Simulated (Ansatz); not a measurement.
# Step by step: formation energy of the neutral O_N in Si3N4 (P6₃/m)

Consider the formation energy of the neutral O_N in Si3N4 (P6₃/m). Reaction: 24 Si3N4 (P6₃/m) + 1/2 O2 (gas) → cell A + 1/2 N2 (gas).

A: a supercell of 168 sites of Si3N4 (P6₃/m) with O on a N site (3 Si at 1.79–1.82 Å); an odd number of electrons; spin state with PBE: no moments.

Ansatz (a first-principles code) with PAW potentials; structures come from PBE relaxations, nuclei static, no net charge. Ansatz runs with its default PAW set. Other levels take these structures. The lattices are those relaxed with PBE, so at other levels the solids can be strained. Larger cells are relaxed from a start prepared with the learned potential CHGNet, on a coarser mesh till forces fall under 0.03 eV/Å, which some starts already meet. A dispersion term (D3(BJ), or D4 for r2SCAN) was computed beside these levels and is taken off wherever the name lacks it. The PAW files were made for PBE and serve at the other functionals too. Space groups of crystals are read within 0.01 Å. Mesh and cell size may move defect energies by 0.1 eV or more. The value holds for the reservoirs listed; other chemical potentials shift it. Cell A has symmetry Pm within 0.02 Å and got no random move, so less symmetric positions, which may lie lower, weren't tried.

Total energies of the cells in eV, at zero smearing width. They compare only within one column; the weights balance every element.

```csv
cell,atoms,weight,r2SCAN
A: Si3N4:O_N,168,+1,-83349.15609
Si3N4 (P6₃/m),168,−1,-83169.49215
N2 (gas),2,+1/2,-769.61785
O2 (gas),2,−1/2,-1131.96020
```

r2SCAN: (-83349.15609) − (-83169.49215) + 1/2 × (-769.61785) − 1/2 × (-1131.96020) = 1.507 eV.

What follows from the r2SCAN value: The value above is the N-rich limit, with N2 (gas) as reservoir. The host forms with -1.28 eV/atom at this level, so before it gives way to its other element Δμ(N) can go down to -1.28 × 7/4 = -2.24 eV (other compounds may narrow the range). The defect releases 1 N, so the N-poor limit is 1.51 + 1 × (-2.24) = -0.73 eV.
